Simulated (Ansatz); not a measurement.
Cu on the 1x1 (101) surface of anatase TiO2 (cut with top plane O), one in a 2x1 cell, energies for each (39.6 Å²). Energies are against an atom of fcc Cu, without zero-point or thermal terms; each row is named by its start (#2, #3: further inequivalent places of a kind). No converged result for: 1 more start.

Host crystal: anatase TiO2, with a band gap (PBE, scalar-relativistic without spin-orbit coupling).

All values below come from PBE (plane waves to 420 eV, PAW; Ansatz, a first-principles code).

Set-up: 37 atoms, 9.4 Å thick at the start under the adsorbate (thin: gaps and levels are the slab's own); mesh 3x4x1; 0.01 eV smearing; dipole correction on; 14 atoms held, the rest relaxed; each run with such symmetry as its start has; spin-polarised, no spin-orbit, no U, no dispersion correction.

A negative adsorption energy means that the adsorbate is more stable on the surface than in its reference. Starts that drift may end in the same place. Heights count from the host atoms within 0.3 Å of the top one. Moments of ungapped slabs depend on the mesh.

```tsv
starting site	E_ads (eV)	height (Å)	nearest host atom (Å)	bonded to	change of the vacuum step (eV)	lateral drift (Å)	moment (μB)
top O	1.74	0.41	O 1.87	2 O + 4 Ti	-1.08	1.9	0.4
top O #2	1.74	0.41	O 1.88	2 O + 4 Ti	-1.08	2.2	0.4
over Ti at depth 0.9 Å	1.74	0.43	O 1.87	2 O + 4 Ti	-1.08	2.5	0.4
over Ti at depth 1.4 Å	1.74	0.42	O 1.87	2 O + 4 Ti	-1.09	2.2	0.4
hollow O-O-O over O at depth 4.4 Å	1.74	0.41	O 1.87	2 O + 4 Ti	-1.08	0.3	0.4
bridge O-O-O (span 3.8 Å)	1.74	0.41	O 1.87	2 O + 4 Ti	-1.08	0.1	0.4
```
